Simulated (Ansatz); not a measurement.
Consider SiC (space group P6_3mc, No. 186; a = 3.0776 Å, c = 10.0763 Å). Axes: x lies along a and z along c of the hexagonal cell.

Method: r2SCAN in Ansatz (plane waves to 500 eV, PAW, spin-orbit coupling left out).

Strains are applied to the cell and any free atomic positions relax; under biaxial strain the out-of-plane vector relaxes too.

One change was made to it. Results:

| quantity | base | after |
|---|---|---|
| band gap | 2.60 eV | 2.28 eV |
| valence-band top at Γ (three highest levels, from the VBM) | 0.00, 0.00, -0.05 eV | 0.00, 0.00, -0.53 eV |
| pressure (mean of the normal stresses, compression positive) | 0.00 GPa | 16.90 GPa |

Name the change that was made.
(A) isotropic strain −0.52 %
(B) biaxial strain −3.50 %, plane normal [001], relaxed out of plane
(C) uniaxial strain ε_yy = −2.50 %
(D) isotropic strain +4.04 %

B, biaxial strain −3.50 %, plane normal [001], relaxed out of plane. For comparison, the valence-band top at Γ in the other runs: isotropic strain +4.04 % gives 0.00, 0.00, -0.04 eV; isotropic strain −0.52 % gives 0.00, 0.00, -0.05 eV; uniaxial strain ε_yy = −2.50 % gives 0.00, -0.23, -0.30 eV.

No phonon test of stability was made.

Ansatz is a quantum-chemistry and plane-wave program.
